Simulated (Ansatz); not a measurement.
# Response to strain in hypothetical simple cubic Ir

The parent structure is Ir in the simple cubic structure (space group Pm-3m, No. 221; a = 2.542 Å; a hypothetical phase, not in the database extracts checked; relaxed with 0.1 eV smearing). Axes: x, y, z lie along the cube axes.

Strains are applied to the cell and any free atomic positions relax; under biaxial strain the out-of-plane vector relaxes too.

The values are results of Kohn–Sham DFT with the PBEsol functional, run in Ansatz (a program for electronic structure) with PAW and 420 eV plane waves, no spin-orbit coupling, not measurements.

Notes on the quantities. pressure: mean of the normal stresses, compression positive; energy relative to the base: free energy F.

```json
[
 {"change": "base", "out-of-plane strain": "–", "pressure": "0.0 GPa", "shortest interatomic distance": "2.542 Å", "energy relative to the base": "0 meV/atom"},
 {"change": "biaxial strain −2.03 %, plane normal [001], relaxed out of plane", "out-of-plane strain": "+1.20 %", "pressure": "9.3 GPa", "shortest interatomic distance": "2.490 Å", "energy relative to the base": "+27 meV/atom"},
 {"change": "biaxial strain −1.52 %, plane normal [001], relaxed out of plane", "out-of-plane strain": "+0.90 %", "pressure": "6.7 GPa", "shortest interatomic distance": "2.503 Å", "energy relative to the base": "+15 meV/atom"},
 {"change": "biaxial strain −1.45 %, plane normal [001], relaxed out of plane", "out-of-plane strain": "+0.85 %", "pressure": "6.3 GPa", "shortest interatomic distance": "2.505 Å", "energy relative to the base": "+13 meV/atom"},
 {"change": "biaxial strain +1.08 %, plane normal [001], relaxed out of plane", "out-of-plane strain": "-0.64 %", "pressure": "-3.8 GPa", "shortest interatomic distance": "2.525 Å", "energy relative to the base": "(withheld)"},
 {"change": "biaxial strain −1.05 %, plane normal [111], relaxed out of plane", "out-of-plane strain": "(withheld)", "pressure": "1.1 GPa", "shortest interatomic distance": "2.538 Å", "energy relative to the base": "+1.9 meV/atom"},
 {"change": "isotropic strain +3.93 %", "out-of-plane strain": "–", "pressure": "-23.8 GPa", "shortest interatomic distance": "2.642 Å", "energy relative to the base": "+168 meV/atom"}
]
```

**Question.** Complete the table.

**Answer.** 
- biaxial strain +1.08 %, plane normal [001], relaxed out of plane, energy relative to the base: +6.6 meV/atom
- biaxial strain −1.05 %, plane normal [111], relaxed out of plane, out-of-plane strain: +1.69 %

Whether these cells are dynamically stable was not tested. All final runs are without spin polarisation. Ir has a high density of states at the Fermi level and may be magnetic at this level.
